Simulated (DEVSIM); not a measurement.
## GaN p-n junction from an implanted or diffused profile

Structure: GaN p-n junction from an implanted or diffused profile, at 300 K.

```tsv
layer (left to right)	material	thickness (μm)	Nd (cm⁻³)	τn (s)	τp (s)
1	GaN	7.90	2.1e16	1.3e-9	1.3e-9
```

Added acceptor profile: 1.5e18 cm⁻³ × exp(−(x − 0.02 μm)²/(2·(0.25 μm)²)). Left contact: ohmic. Right contact: ohmic. Voltage is applied to the left contact. Recombination: SRH at mid-gap, radiative. Mobility is constant in doping.

This is a model device: material constants are rounded textbook-type values typed into the input, and sizes, dopings and lifetimes were drawn at random. Values at 300 K.

| parameter | GaN |
|---|---|
| gap (eV) | 3.43 |
| affinity (eV) | 4.1 |
| permittivity | 9.5 |
| Nc (cm⁻³) | 2.3e18 |
| Nv (cm⁻³) | 4.6e19 |
| μn (cm²/Vs) | 1200 |
| μp (cm²/Vs) | 100 |
| B (cm³/s) | 1e-11 |

Simulated with DEVSIM: 1D drift-diffusion, Boltzmann statistics, complete ionisation; no tunnelling, impact ionisation, image-force lowering or self-heating.

| Item | Value |
|---|---|
| Potential step across the device at zero bias | 3.220 V |
| Dark forward voltage at 1 A/cm² | 2.953 V |
| Dark forward voltage at 100 A/cm² | 3.113 V |

Dark forward current:

(V (V), J (A/cm²)): (1.50, 5.2e-14); (1.85, 4.7e-11); (2.00, 9.6e-10); (2.10, 7.3e-9); (2.25, 1.5e-7); (2.40, 3.2e-6); (2.55, 6.8e-5); (2.65, 0.00055); (2.80, 0.015); (2.95, 0.91); (3.10, 79); (3.20, 380); (3.35, 1200); (3.50, 2300)

Small-signal capacitance in reverse bias (quasi-static):

| V (V) | C (nF/cm²) |
|---|---|
| -0.4 | 16.5 |
| -1 | 15.4 |
| -2 | 14.1 |
| -3 | 13.0 |
| -4 | 12.2 |
| -6 | 10.9 |
| -8 | 10.0 |
| -10 | 9.28 |
| -13 | 8.46 |
| -16 | 7.82 |
| -20 | 7.17 |
